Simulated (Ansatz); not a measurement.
Base system: WS₂ (space group P6_3/mmc, No. 194; a = 3.115 Å, c = 11.772 Å; layered, stacked along the Cartesian z axis). Axes: x lies along a and z along c of the hexagonal cell.

Method: Ansatz (an electronic-structure program) PBEsol-D3(BJ), without spin-orbit coupling.

It is then changed as follows: the cell is stretched by 1.80 % along x with no lateral relaxation, atoms relaxed at fixed cell.

Q: Predict the stress tensor and what it implies for the stiffness.

A: Stress of the strained cell less that of the base (GPa, compression positive):
```
  -4.64    0.00    0.00
   0.00   -1.02    0.00
   0.00    0.00   -0.28
```

Then −Δσ_ii/ε with ε = 0.0180 gives secant stiffness values (nonlinear terms included at this strain): C11 ≈ 258 GPa, C12 ≈ 56 GPa and C13 ≈ 15 GPa.

As a check, the harmonic strain energy −½ V₀ Δσ:ε is 4.3 meV/atom; the computed energy rise is 4.4 meV/atom.

Stability against distortions was not tested.
